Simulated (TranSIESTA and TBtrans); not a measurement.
Junction: (GeH2)3 held by direct bond between two Au chains. Leads: straight Au chain, spacing 2.55 Å. Geometry: 11 atoms about the centre moved by SIESTA (PBE, SZP) to a largest force of 0.09 eV/Å, all others as built. Transport runs along z; the first 6 and the last 6 of the 27 atoms are the lead cells, repeated to infinity.

```xyz
27
Lattice="12.606 0.000 0.000 0.000 12.606 0.000 0.000 0.000 51.013" Properties=species:S:1:pos:R:3 pbc="F F T"
Au     6.303     6.303     0.000
Au     6.303     6.303     2.550
Au     6.303     6.303     5.100
Au     6.303     6.303     7.650
Au     6.303     6.303    10.200
Au     6.303     6.303    12.750
Au     6.303     6.303    15.300
Au     6.303     6.303    17.850
Au     6.176     6.021    20.378
Ge     6.853     7.518    22.117
Ge     6.286     6.278    24.231
Ge     6.853     7.518    26.346
H      6.084     8.934    22.195
H      8.423     7.880    22.187
H      7.046     4.869    24.232
H      4.731     5.889    24.231
H      6.083     8.934    26.267
H      8.423     7.880    26.276
Au     6.178     6.020    28.085
Au     6.303     6.303    30.613
Au     6.303     6.303    33.163
Au     6.303     6.303    35.713
Au     6.303     6.303    38.263
Au     6.303     6.303    40.813
Au     6.303     6.303    43.363
Au     6.303     6.303    45.913
Au     6.303     6.303    48.463
```

Run with TranSIESTA and TBtrans (open boundaries, self-consistent; PseudoDojo norm-conserving potentials, scalar-relativistic): PAO.BasisSize DZP, PAO.EnergyShift 0.15 eV, XC.Authors PBE, Mesh.Cutoff 150 Ry, ElectronicTemperature 300 K, TS.Voltage 0.0 eV, TBT.Elecs.Eta 0.001 eV, no spin polarisation.

Energies count from the leads' Fermi level. Transmissions are for one spin of a degenerate pair. The energy step is 0.02 eV; narrower resonances are cut or missed.

```csv
E (eV),T
-0.20,0.662
-0.16,0.730
-0.12,0.803
-0.08,0.658
-0.04,0.583
0.00,0.544
0.04,0.568
0.08,0.570
0.12,0.570
0.16,0.570
0.20,0.571
```

Give the zero-bias conductance in μS and the resistance at 300 K.

At the Fermi level T = 0.544. Averaged with −∂f/∂E over the full grid (kT = 25.9 meV) it is 0.573. With G0 = 2e²/h = 77.48 μS, G = 44.4 μS and R = 1/G = 22.5 kΩ.

The eigenchannels at the Fermi level transmit 0.544. What Fano factor of the shot noise follows at low temperature and bias?

F = Σ τ(1 − τ)/Σ τ = 0.248/0.544 = 0.46.

The leads' channel count changes near -0.01 eV, within the thermal window, so values at the Fermi level hang on where that band edge falls. The leads are straight chains one atom wide, held at their spacing: model electrodes, not surfaces. Semilocal functionals put molecular levels too close to the Fermi level and tend to overestimate such conductances.
